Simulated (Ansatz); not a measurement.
Quick settings and what they miss: Ba₂PdO₃ (Immm, 6 atoms in the cell)

Self-consistent single point.

```
Ba2PdO3
1.0
   -1.97039     2.09002     6.79138
    1.97039    -2.09002     6.79138
    1.97039     2.09002    -6.79138
Ba Pd O
2 1 3
Direct
  0.64529   0.64529   0.00000
  0.35471   0.35471   0.00000
  0.00000   0.00000   0.00000
  0.84579   0.84579   0.00000
  0.15421   0.15421   0.00000
  0.50000   0.00000   0.50000
```

Level of theory: PBEsol, PAW files made with PBE (plane waves; Ansatz, an electronic-structure program).

Base settings: basis.ecutwfc = 420 eV; kpoints.mp_grid.grid = 9 9 9; hamiltonian.xc = pbesol; hamiltonian.pseudopotentials = {kind: paw} (the program's default PAW files); scf.occupations.method = gaussian; scf.occupations.width = 0.2 eV.

Tight run (finer mesh or higher cutoff; not a proven limit): basis.ecutwfc: 420 eV → 590 eV; kpoints.mp_grid.grid: 9 9 9 → 13 13 13; scf.convergence.dr2_threshold: default (1e-07 eV) → 1e-09 eV. It gave Fermi level (on the code's own zero) 9.73 eV; pressure -7.81 GPa; largest force (vector length) 0.232 eV/Å.

Quick runs, as changes from the base:
- A: the base itself
- B: basis.ecutwfc: 420 eV → 335 eV; kpoints.mp_grid.grid: 9 9 9 → 2 2 2; hamiltonian.xc: pbesol → lda; scf.occupations.width: 0.2 eV → 0.136 eV; scf.convergence.dr2_threshold: default (1e-07 eV) → 0.0001 eV [LDA (PW92)]
- C: kpoints.mp_grid.grid: 9 9 9 → 4 4 4; hamiltonian.xc: pbesol → lda; scf.convergence.dr2_threshold: default (1e-07 eV) → 0.001 eV [LDA (PW92)]
- D: basis.ecutwfc: 420 eV → 250 eV; kpoints.mp_grid.grid: 9 9 9 → 1 1 1; scf.occupations.method: gaussian → fermi_dirac; scf.occupations.width: 0.2 eV → 0.136 eV
- E: basis.ecutwfc: 420 eV → 210 eV; kpoints.mp_grid.grid: 9 9 9 → 2 2 2; scf.occupations.method: gaussian → fermi_dirac; scf.occupations.width: 0.2 eV → 0.272 eV; scf.convergence.dr2_threshold: default (1e-07 eV) → 0.0001 eV
- F: basis.ecutwfc: 420 eV → 295 eV; kpoints.mp_grid.grid: 9 9 9 → 8 8 8

Energies are extrapolated to zero smearing width, which holds to low order in the width alone.

Dashes: energy of B, C, another energy zero.

† marks runs with another functional, U, potentials or spin treatment: their distance from the tight run is not a convergence error alone.

The count of work is k-points × plane waves × bands × iterations; it is no time. 

Pressures in the table are Ansatz's without its Pulay estimate, at a fixed set of plane waves; the tight run's value above holds the estimate.

The starting cell comes from a database of computed structures (which also holds hypothetical and non-ambient phases and stackings), without a prior relaxation at this level. Its lattice was rescaled by a random factor within 2.5 % of one. Spin polarisation is off. In the base run, with a pressure of about -8 GPa the cell is away from its equilibrium volume at this level.

```csv
run,energy less tight (meV/atom),pressure less tight (GPa),largest miss in a force vector (eV/Å),count of work / tight
A,2.5,-0.22,0.003,0.19
B†,–,-6.50,0.130,0.0045
C†,–,-3.27,0.121,0.021
D,2007.7,-39.04,1.830,0.00066
E,3433.7,-117.01,0.334,0.0022
F,240.6,-13.80,0.013,0.084
```

Among the runs at the tight run's level, the energy misses run from 2.5 to 3433.7 meV/atom.

Keys are those of Ansatz 0.2.
